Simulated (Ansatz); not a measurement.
Start from ZnCu2SnS4 (space group I-4, No. 82; a = 5.414 Å, c = 10.822 Å). Axes: x, y, z lie along a, b, c of the conventional cell.

Computed with r2SCAN/PAW in Ansatz (a first-principles code), spin-orbit coupling left out.

Base values:

* **Valence-band top at Γ**: 0.00, -0.07, -0.07 eV

The change: compressive biaxial strain of 1.12 % in the plane normal to [001], as in epitaxy on a mismatched substrate; the out-of-plane cell vector and the atoms relax.

What does the calculation give for the valence-band top at Γ, ratio −ε⊥/ε∥ and in-plane stress after the change?

The valence-band top at Γ (three highest levels, from the VBM) changes from 0.00, -0.07, -0.07 eV to 0.00, 0.00, 0.00 eV; the ratio −ε⊥/ε∥ amounts to 1.24; the mean in-plane stress (compression positive) comes out as +1.0 GPa.

The levels and masses belong to the bands next to the band gap. Whether these cells are dynamically stable was not tested. All final runs are without spin polarisation.
